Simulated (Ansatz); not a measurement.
# A computed series for Ta: response to strain

Take Ta in the bcc (W type) structure (space group Im-3m, No. 229; relaxed with 0.1 eV smearing) as the base.

```
CELL_PARAMETERS angstrom
     -1.62703     1.62703     1.62703
      1.62703    -1.62703     1.62703
      1.62703     1.62703    -1.62703
ATOMIC_POSITIONS crystal
  Ta 0.00000 0.00000 0.00000
```

Cartesian axes are those of the cell as printed.

Strains are applied to the cell and any free atomic positions relax.

All numbers come from LDA, PAW, 420 eV (Ansatz, a first-principles code; without spin-orbit coupling).

Notes on the quantities. energy relative to the base: free energy F; pressure: mean of the normal stresses, compression positive.

| variant | energy relative to the base | pressure | shortest interatomic distance |
|---|---|---|---|
| base | 0 meV/atom | 0.0 GPa | 2.818 Å |
| uniaxial strain ε_zz = −3.00 % | +15 meV/atom | 7.1 GPa | 2.790 Å |
| uniaxial strain ε_zz = −2.50 % | +11 meV/atom | 5.8 GPa | 2.795 Å |
| uniaxial strain ε_zz = −1.50 % | +3.7 meV/atom | 3.4 GPa | 2.804 Å |
| uniaxial strain ε_zz = +0.50 % | +0.4 meV/atom | -1.1 GPa | 2.823 Å |
| uniaxial strain ε_zz = +1.00 % | +1.6 meV/atom | -2.1 GPa | 2.828 Å |
| uniaxial strain ε_zz = +1.50 % | +3.5 meV/atom | -3.1 GPa | 2.832 Å |
| uniaxial strain ε_zz = +2.00 % | +6.2 meV/atom | -4.1 GPa | 2.837 Å |
| uniaxial strain ε_zz = +2.50 % | +9.6 meV/atom | -5.1 GPa | 2.842 Å |
| uniaxial strain ε_zz = +3.00 % | +14 meV/atom | -6.0 GPa | 2.847 Å |

No phonon test of stability was made. The final runs are not spin-polarised.
